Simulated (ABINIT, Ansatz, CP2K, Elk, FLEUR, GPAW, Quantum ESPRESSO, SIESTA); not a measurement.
# One structure in several programs: SiC (P6_3mc, 4 atoms in the cell)

Self-consistent single point.

```yaml
crystal:
  lattice:
    - [3.07351, 0.00000, 0.00000]
    - [-1.53676, 2.66174, 0.00000]
    - [0.00000, 0.00000, 5.04525]
  atoms:
    - { symbol: Si, position: [0.33333, 0.66667, 0.49960] }
    - { symbol: Si, position: [0.66667, 0.33333, 0.99960] }
    - { symbol: C, position: [0.33333, 0.66667, 0.87540] }
    - { symbol: C, position: [0.66667, 0.33333, 0.37540] }
```

All programs got the same cell, k-point mesh and kind of occupations (in Ansatz's words: kpoints.mp_grid.grid = 6 6 4; scf.occupations.method = fermi_dirac; scf.occupations.width = 0.02 eV); potentials, basis and cutoffs are each program's usual ones.

| code | model | pressure (GPa) | largest force (eV/Å) | gap on the mesh (eV) | k-points | cutoff |
|---|---|---|---|---|---|---|
| GPAW | PBE, GPAW PAW datasets PBE (gpaw-data 1.0.1) | – | 0.001 | 2.259 | 21 | 950 eV |
| Quantum ESPRESSO | PBE, GBRV 1.5 ultrasoft (PBE) pseudopotentials | 3.63 | 0.005 | 2.276 | 21 | 40 Ry |
| Elk | PBE, all-electron FP-LAPW, Elk's shipped species files, default APW+lo basis | – | – | 2.273 | 28 | rgkmax 7 |
| SIESTA | GGA PBE, numerical atomic orbitals DZP, PseudoDojo PBE standard norm-conserving potentials (rewritten from UPF to PSML) | 6.59 | 0.015 | 2.264 | 89 | grid 300 Ry |
| CP2K | PBE, GPW, DZVP-MOLOPT-SR-GTH basis, GTH-PBE potentials (GTH_POTENTIALS) | 2.99 | 0.007 | 2.333 | 76 | grid 400 Ry |
| Ansatz | PBE, default PAW files | 3.63 | 0.005 | 2.270 | 21 | 420 eV |
| ABINIT | PBE, norm-conserving pseudopotentials (PseudoDojo nc-sr-05 PBE standard) | 3.89 | 0.003 | 2.276 | 21 | 41 Ha |
| FLEUR | PBE, all-electron FLAPW (FLEUR), scalar-relativistic valence | – | 0.004 | 2.273 | 21 | Kmax 4.5 1/bohr |

A dash marks a value that a program does not give, or that is left out as unsure.

Gaps are read on the mesh.

The spread over the programs that give each value: pressure within 3.60 GPa; largest force within 0.014 eV/Å; gap on the mesh within 0.074 eV.

The starting cell comes from a database of computed structures (which also holds hypothetical and non-ambient phases and stackings), without a prior relaxation at this level. On Ansatz's run: In the base run, with a pressure of about 4 GPa the cell is away from its equilibrium volume at this level.

Q: Why do the programs differ, and what cannot be compared?

A: Differences of this kind can come from the potentials, where these differ, and from what each basis and cutoff leave unconverged. The zero of total energies and Fermi levels follows the potentials and each program's conventions, so they are not compared here. SIESTA and CP2K use small atom-centred bases, whose incompleteness enters pressures, forces and empty levels differently from a plane-wave cutoff. Elk and FLEUR treat all electrons, but the usual bases taken here (sphere radii, linearisation, local orbitals, empty states) were not tested for convergence, so the values are no reference for the others. Ansatz's pressure is given at a fixed set of plane waves, as the other plane-wave codes print theirs; with its correction for the finite basis it is 3.92 GPa (the shift of 0.29 GPa shows how far the cutoff is from converged). The pressure of GPAW is left out: its cutoff lies under the one at which its stress was checked. The programs reduce the same mesh by symmetry to different extents, which changes the work and not the result. In the pressure, SIESTA (by 2.96) lies more than 1 GPa from the median of the plane-wave programs.

Ansatz is a program for electronic structure.

Keys are those of Ansatz 0.2.
